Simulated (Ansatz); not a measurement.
Base system: CsPbCl$_{3}$ in the cubic perovskite structure (space group Pm-3m, No. 221; a = 5.736 Å).

The values are results of DFT with PBE, PAW potentials and a 420 eV plane-wave cutoff in Ansatz (a program for electronic structure), no spin-orbit coupling, not measurements.

Base values:

The electron mass is 0.12, 0.93, 0.93 mₑ (at R), the hole mass is 0.22 mₑ (at R) and the pressure is 0.00 GPa. The band gap is 2.21 eV.

It is then changed as follows: the cell is scaled by 0.9700 in all directions; the atoms relax in the strained cell.

Problem. What does the calculation give for the energy relative to the base after the change?

Solution. The energy grows by 23 meV/atom.

Problem. What does the calculation give for the electron mass after the change?

Solution. The electron mass (degenerate bands, along [100]) becomes 0.10, 0.82, 0.82 mₑ (at R) (base: 0.12, 0.93, 0.93 mₑ (at R)).

Problem. How does this affect the hole mass?

Solution. The hole mass changes from 0.22 mₑ (at R) to 0.17 mₑ (at R).

Problem. Estimate the effect on the pressure.

Solution. The pressure goes from zero to 2.47 GPa.

Problem. Estimate the effect on the band gap.

Solution. The band gap shrinks by 0.38 eV, from 2.21 eV to 1.83 eV.

Spin-orbit coupling, missing from the scalar runs, can matter with Pb. Masses are band curvatures over ±0.01 Å⁻¹ around the edge. Whether these cells are dynamically stable was not tested. Many cubic perovskites are stable only at high temperature; tilts and polar distortions were not tested. This is not the structure that CsPbCl3 has at room temperature and ambient pressure.
